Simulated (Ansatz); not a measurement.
Abridged Ansatz (a quantum-chemistry and plane-wave program) output:

```
Pseudopotential: Te, paw, valence charge 16
Pseudopotential: O, paw, valence charge 6
Crystal: 9 atoms, lattice volume = 170.700 Å³
Basis set: ecut = 420 eV, 3321 PW (Γ), exchange–correlation on 80×80×90 points (8 copies of the dense FFT grid, shifted against one another)
Bands: 51, of which v1, the nominal top of the filled ones, is band 42 counted from 1 (41 counted from 0)
Symmetry: 6 space group operations
k-points: 40 of 294 (time reversal used)
Functional: x = pbesol(κ = 0.804, μ = 0.12345679012345678), c = pbesol(β = 0.046)
SCF iter   1: F=—  HF=-24062.471271 eV  |F-HF|=—  |Δ(HF+E_count)|=         —  Δρ=1.06e-2  dr2=1.40e-1  ethr=1.77e-3  ⟨swp⟩=6.5  Hψ=8488  notcnv=0
SCF iter   2: F=—  HF=-24062.435918 eV  |F-HF|=—  |Δ(HF+E_count)|=   3.54e-2  Δρ=2.40e-3  dr2=6.71e-3  ethr=1.66e-4  ⟨swp⟩=2.9  Hψ=3646  notcnv=0  defer=114
SCF 1 converged in 9 iterations: F = -24062.435801 eV  dr2 = 2.63e-10
SCF converged after 9 iterations
Free energy (F): -24062.435801 eV
Internal energy: -24062.435801 eV  (E = F + TS)
E sigma→0 (E₀):  -24062.435801 eV
Entropy (-TS):   -0.000000 eV (-0.000 meV/atom)
Fermi energy:    6.531114 eV
--- Forces (eV/Å), atoms counted from 1 ---
  atom   1  Te     0.00038547    -0.00066766     0.00000000
  atom   2  Te     0.00038547     0.00066766     0.00000000
  atom   3  Te    -0.00077095    -0.00000000    -0.00000000
  atom   4  O     -0.00035038    -0.00081002    -0.00083237
  atom   5  O      0.00087669     0.00010157    -0.00083237
  atom   6  O     -0.00052631     0.00070845    -0.00083237
  atom   7  O     -0.00052631    -0.00070845     0.00083237
  atom   8  O     -0.00035038     0.00081002     0.00083237
  atom   9  O      0.00087669    -0.00010157     0.00083237
--- Stress (GPa, compression-positive) ---
        0.009409       0.000000       0.000000
        0.000000       0.009409       0.000000
        0.000000       0.000000       0.003784
  P = ⅓ Tr σ = 0.0075 GPa (0.075 kbar)
```

Task: What was computed, and what are the main results?

Result: TeO2, 9 atoms in the cell, with PBEsol (Ansatz), without spin-orbit coupling. The last SCF converged to F = -24062.435801 eV, or -2673.6040 eV per atom, at a pressure of 0.01 GPa. The total energy compares only with runs of the same code, potentials and settings.

With Te present, leaving out spin-orbit coupling can change the band edges. Whether these cells are dynamically stable was not tested. The cell was made from SiO2 by this change: Si → Te; the result is a hypothetical phase, not in the database extracts checked.
